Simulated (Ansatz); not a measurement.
```
CELL_PARAMETERS angstrom
      3.11664     0.00000     0.00000
     -1.55832     2.69909     0.00000
      0.00000     0.00000     4.99439
ATOMIC_POSITIONS crystal
  Al 0.33333 0.66667 0.99659
  Al 0.66667 0.33333 0.49659
  N  0.33333 0.66667 0.37821
  N  0.66667 0.33333 0.87821
```

No spin polarisation.

Method: plane-wave PAW DFT at the r2SCAN level (Ansatz, an electronic-structure program, 500 eV), no spin-orbit coupling. Settings: 12×12×7 k-points, 0.05 eV Fermi–Dirac smearing.

Problem. Predict the valence-band top at Γ and space group.

Solution. The valence-band top at Γ (three highest levels, from the VBM) is 0.00, -0.22, -0.22 eV and the space group comes out as P6_3mc (No. 186).

The levels and masses belong to the bands next to the band gap. The cells carry an imposed strain or load. Stability against distortions was not tested. The cell was made from AlN in the wurtzite structure (space group P6_3mc, No. 186) by this change: isotropic strain +0.32 %.
